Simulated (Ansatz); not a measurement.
Abridged Ansatz (an electronic-structure program) output:

```
Pseudopotential: Cu, paw, valence charge 19
Crystal: 2 atoms, lattice volume = 22.638 Å³
Basis set: ecut = 420 eV, 427 PW (Γ), exchange–correlation on 36×36×60 points (8 copies of the dense FFT grid, shifted against one another)
Bands: 23, of which v1, the nominal top of the filled ones, is band 19 counted from 1 (18 counted from 0)
Symmetry: 24 space group operations
k-points: 288 of 4851
Functional: x = pbesol(κ = 0.804, μ = 0.12345679012345678), c = pbesol(β = 0.046)
SCF iter   1: F=—  HF=-13177.543305 eV  |F-HF|=—  |Δ(HF+E_count)|=         —  Δρ=2.25e-2  dr2=5.95e-2  ethr=1.77e-3  ⟨swp⟩=5.6  Hψ=25043  notcnv=0
SCF iter   2: F=—  HF=-13177.530762 eV  |F-HF|=—  |Δ(HF+E_count)|=   1.25e-2  Δρ=5.61e-3  dr2=4.09e-3  ethr=1.57e-4  ⟨swp⟩=2.5  Hψ=12247  notcnv=0  defer=24
SCF 1 converged in 6 iterations: F = -13177.529848 eV  dr2 = 3.11e-11
SCF converged after 6 iterations
Free energy (F): -13177.529848 eV
Internal energy: -13177.523644 eV  (E = F + TS)
E sigma→0 (E₀):  -13177.526746 eV
Entropy (-TS):   -0.006204 eV (-3.102 meV/atom)
Fermi energy:    17.544945 eV
--- Forces (eV/Å), atoms counted from 1 ---
  atom   1  Cu     0.00000000     0.00000000     0.00000000
  atom   2  Cu    -0.00000000    -0.00000000     0.00000000
--- Stress (GPa, compression-positive) ---
        0.008981       0.000000       0.000000
       -0.000000       0.008981       0.000000
        0.000000       0.000000       0.008749
  P = ⅓ Tr σ = 0.0089 GPa (0.089 kbar)
```

### Question
What was computed, and what are the main results?

### Answer
Cu, 2 atoms in the cell, with Kohn–Sham DFT with the PBEsol functional, run in Ansatz with PAW and 420 eV plane waves, no spin-orbit coupling. The last SCF converged to F = -13177.529848 eV, or -6588.7649 eV per atom, at a pressure of 0.01 GPa. The total energy compares only with runs of the same code, potentials and settings.

No phonon test of stability was made. All final runs are without spin polarisation. The cell was made from Zn by this change: Zn → Cu; the result is a model cell, its experimental status unchecked. This is not the structure that Cu has at room temperature and ambient pressure.
